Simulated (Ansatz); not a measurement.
Start from Rb2TlRhF6 (space group Fm-3m, No. 225; a = 9.055 Å; a cell from a computed database, its experimental status unchecked). Axes: x, y, z lie along the cube axes.

Calculations: PBEsol (Ansatz, an electronic-structure program), without spin-orbit coupling.

For the base:

- Band gap: 1.89 eV
- Smallest direct gap: 1.94 eV

One thing is altered: biaxial strain −0.50 %, plane normal [110], relaxed out of plane (Cartesian); in-plane vectors clamped, the third vector and the atoms free.

Q: What does the calculation give for the band gap, out-of-plane strain, in-plane stress, smallest direct gap and energy relative to the base after the change?

A: The band gap falls by 0.02 eV to 1.87 eV; the out-of-plane strain comes out as +0.70 %; the mean in-plane stress (compression positive) is +0.2 GPa; the smallest direct gap falls by 0.02 eV (1.94 eV → 1.92 eV); the energy hardly moves.

Spin-orbit coupling, missing from the scalar runs, can matter with Tl. No phonon test of stability was made.
